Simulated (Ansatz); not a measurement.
Start from MgSe in the rock salt structure (space group Fm-3m, No. 225; a = 5.391 Å). Axes: x, y, z lie along the cube axes.

Calculations: LDA/PAW in Ansatz (a first-principles code), no spin-orbit coupling.

Strains are applied to the cell and any free atomic positions relax; under biaxial strain the out-of-plane vector relaxes too.

One change was made to it. Results:

The volume per atom decreases by 0.23 Å³, from 19.59 Å³ to 19.36 Å³; the energy grows by 1.3 meV/atom; the valence-band top at Γ (three highest levels, from the VBM) goes from 0.00, 0.00, 0.00 eV to 0.00, 0.00, -0.14 eV.

Q: Name the change that was made.
A. biaxial strain −2.50 %, plane normal [111], relaxed out of plane
B. biaxial strain −2.08 %, plane normal [111], relaxed out of plane
C. biaxial strain −0.83 %, plane normal [111], relaxed out of plane
D. biaxial strain −1.25 %, plane normal [111], relaxed out of plane

A: C, biaxial strain −0.83 %, plane normal [111], relaxed out of plane. For comparison, the energy relative to the base in the other runs: biaxial strain −2.50 %, plane normal [111], relaxed out of plane gives +12 meV/atom; biaxial strain −2.08 %, plane normal [111], relaxed out of plane gives +8.1 meV/atom; biaxial strain −1.25 %, plane normal [111], relaxed out of plane gives +2.9 meV/atom.

The levels and masses belong to the bands next to the band gap. No phonon test of stability was made.
